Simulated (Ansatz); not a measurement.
Base system: CdSe in the zinc blende structure (space group F-43m, No. 216; a = 6.007 Å). Axes: x, y, z lie along the cube axes.

The values are results of LDA (Ansatz, a first-principles code; PAW; 420 eV plane waves; without spin-orbit coupling), not measurements.

Base values:

- Pressure: 0.00 GPa
- Band gap: 0.41 eV

One thing is altered: tensile biaxial strain of 0.42 % in the plane normal to [111], as in epitaxy on a mismatched substrate; the out-of-plane cell vector and the atoms relax.

What happens to the out-of-plane strain?

The out-of-plane strain is -0.39 %.

What does the calculation give for the pressure after the change?

The pressure (mean of the normal stresses, compression positive) goes from zero to -0.26 GPa.

How does this affect the band gap?

The band gap decreases by 0.033 eV (0.41 eV → 0.37 eV).

Stability against distortions was not tested.
